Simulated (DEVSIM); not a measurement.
System: illuminated Ge n-on-p cell, one wavelength, at 250 K.

```csv
layer (left to right),material,thickness (μm),Nd (cm⁻³),Na (cm⁻³),τn (s),τp (s),absorption coefficient (cm⁻¹)
1,Ge,0.0520,2.4e18,-,3.2e-7,3.3e-7,6000
2,Ge,20.0,-,5e16,6.6e-6,6.6e-6,6000
```

Left contact: ohmic, minority hole recombination velocity 200 cm/s. Right contact: ohmic, minority electron recombination velocity 2e5 cm/s. Voltage is applied to the left contact. Recombination: SRH at mid-gap, radiative, Auger. Light enters at the left, 5.5e17 photons cm⁻² s⁻¹, one pass, no reflection. Mobility is μmin + (μ − μmin)/(1 + (N/Nref)^α).

The device is made up for the run: typed textbook-type constants, with dimensions and the other settings drawn at random. Values at 300 K; Nc and Nv go as T^1.5, mobilities as T to minus their exponent, the gap by Varshni's rule with the affinity fixed.

| parameter | Ge |
|---|---|
| gap (eV) | 0.664 |
| affinity (eV) | 4 |
| permittivity | 16 |
| Nc (cm⁻³) | 1.04e19 |
| Nv (cm⁻³) | 6e18 |
| μn (cm²/Vs) | 3900 |
| μp (cm²/Vs) | 1900 |
| μn,min | 150 |
| μp,min | 100 |
| Nref,n | 2.6e17 |
| Nref,p | 4e17 |
| αn | 0.56 |
| αp | 0.6 |
| T exponent of μn | 1.66 |
| T exponent of μp | 2.33 |
| B (cm³/s) | 6.4e-14 |
| Cn (cm⁶/s) | 1e-31 |
| Cp (cm⁶/s) | 1e-31 |
| Varshni α (eV/K) | 0.000477 |
| Varshni β (K) | 235 |

DEVSIM, 1D drift-diffusion, Boltzmann statistics, complete ionisation; no tunnelling, impact ionisation, image-force lowering or self-heating.

The doping Na of layer 2 was swept, all else fixed.

```csv
doping Na of layer 2 (cm^-3),open-circuit voltage (V),share of generated pairs collected at short circuit,fill factor,largest field in the device at zero bias (V/cm)
1.5e15,0.221,0.956,0.70,67000
5e15,0.248,0.948,0.72,68000
1.5e16,0.273,0.942,0.74,74000
5e16,0.302,0.937,0.75,92000
1.5e17,0.329,0.933,0.77,140000
5e17,0.361,0.929,0.78,230000
1.5e18,0.391,0.925,0.80,350000
```

From the first row to the last the open-circuit voltage goes from 0.221 to 0.391. From the first row to the last the share of generated pairs collected at short circuit goes from 0.956 to 0.925.
